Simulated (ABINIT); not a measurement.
## Variants of one calculation on La2GaCoO6 (R-3, 10 atoms in the cell)

Space group R-3, hexagonal axes (No. 148); a = 5.5525 Å, b = 5.5525 Å, c = 13.4078 Å, α = 90.00°, β = 90.00°, γ = 120.00°

| atom | site | symmetry | x | y | z |
|---|---|---|---|---|---|
| La | 6c | 3. | 0.0000 | 0.0000 | 0.2499 |
| Ga | 3b | -3. | 0.0000 | 0.0000 | 0.5000 |
| Co | 3a | -3. | 0.0000 | 0.0000 | 0.0000 |
| O | 18f | 1 | 0.2241 | 0.3329 | 0.0836 |
(The calculation used a cell of 10 atoms; values per cell refer to that cell.)

Base run A: LDA (PW92), PAW (JTH v2.0 LDA PAW) run with ABINIT, self-consistent single point.

Its settings: pseudos = [La.LDA_PW-JTH.xml, Ga.LDA_PW-JTH.xml, Co.LDA_PW-JTH.xml, O.LDA_PW-JTH.xml]; ecut = 30 Ha; pawecutdg = 60 Ha; pawxcdev = 0; occopt = 1; ngkpt = 3 3 3; nshiftk = 1; shiftk = 0 0 0; potentials = JTH v2.0 LDA PAW; nband = 46; kptopt = 1; nstep = 100; tolvrs = 1e-11; diemac = 12.

The starting cell comes from a database of computed structures (which also holds hypothetical and non-ambient phases and stackings), without a prior relaxation at this level. In the base run, with a pressure of about -16 GPa the cell is away from its equilibrium volume at this level.

ΔF is the free energy per atom less that of run A. A dash stands where there is no value to compare (another energy zero or no entropy term, no result, no spin, no clean gap, or a mesh too coarse for one). Total energies depend on the potentials, the functional and any Hubbard or dispersion term, so they are compared only between runs that share all of them.

Runs C sample the zone with one or two k-points, far too few for so small a cell.

Run A gave: pressure (GPa) -16.28; largest force (eV/Å) 0.678; k-points 6; ending converged.

Runs:
- B: tolvrs: 1e-11 → default; toldfe: default → 0.00037 Ha
- C: ngkpt: 3 3 3 → 1 1 1; shiftk: 0 0 0 → 0.5 0.5 0.5
- D: pawecutdg: 60 Ha → 75 Ha
- E: nband: 46 → 45
- F: diemac: 12 → 30
- G: rmm_diis: default → 1
- H: tolvrs: 1e-11 → default; toldfe: default → 1e-08 Ha
- I: ixc: default → 1 [LDA (Teter Pade)]

What does run G change against A?

The run ended unconverged after 100 iterations.

What does run I change against A?

The pressure goes from -16.28 to -16.18 GPa, the largest force moves little (0.678 to 0.677 eV/Å) and the gap on the mesh hardly changes (0.631 to 0.632 eV).

```
run  ΔF (meV/atom)  pressure (GPa)  largest force (eV/Å)  k-points         ending
---  -------------  --------------  --------------------  --------  -------------
A             0.00          -16.28                 0.678         6      converged
B            -0.45           -9.48                 0.277         6      converged
C            -12.5          -15.79                 1.063         1      converged
D             0.00          -16.28                 0.677         6      converged
E             0.00          -16.28                 0.678         6      converged
F             0.00          -16.28                 0.678         6      converged
G                –               –                     –         6  not converged
H             0.00          -16.29                 0.678         6      converged
I                –          -16.18                 0.677         6      converged
```
